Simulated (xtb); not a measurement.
xtb 6.7.1, GFN2-xTB: Ca(F)(OH)(NH3)2 ([NH3]->[Ca](<-[NH3])([OH])[F]), 12 atoms. The geometry is a generated start, not checked to be a minimum at this level.

| Item | Result |
|---|---|
| method | GFN2-xTB |
| --acc | 1 (default) |
| --etemp (K) | 300 (default) |
| detailed input (--input) | none: ANC optimiser, Lindh (1995) Hessian, microcycle=20, maxdispl=1.0, hlow=0.01 (default) |
| basis functions | 33 |
| valence electrons | 32 |

```xyz
12

Ca    -0.2507    -0.2388    -0.1239
F      1.5388     0.3868    -0.2064
O     -1.3401     0.9202     0.9486
H     -1.3006     1.1247     1.8810
N      0.8486    -2.0169     1.0966
H      1.1187    -2.9458     0.7858
H      0.7330    -2.0363     2.1071
H      1.6245    -1.3877     0.8970
N     -0.7483     1.2755    -1.8304
H     -1.1755     1.7270    -1.0197
H     -1.2507     1.5567    -2.6664
H      0.2024     1.6345    -1.8693
```

The structure is relaxed from this start with --opt LEVEL for the levels crude, sloppy, loose, lax, normal, tight, vtight, extreme, once each. Up to the end of the extreme run atoms move by at most 1.2 Å along an axis.

Question: Which level is enough to come within 5 meV of the tightest end point?

Answer: normal: 58 cycles against 67, ending 0.16 meV above.

| level | cycles | energy above the extreme run (meV) | gradient norm (eV/Å) |
|---|---|---|---|
| crude | 1 | 37 | 0.11 |
| sloppy | 1 | 37 | 0.11 |
| loose | 1 | 37 | 0.11 |
| lax | 1 | 37 | 0.11 |
| normal | 58 | 0.16 | 0.026 |
| tight | 62 | 0.013 | 0.017 |
| vtight | 65 | under 0.01 | 0.0054 |
| extreme | 67 | — | 0.0025 |
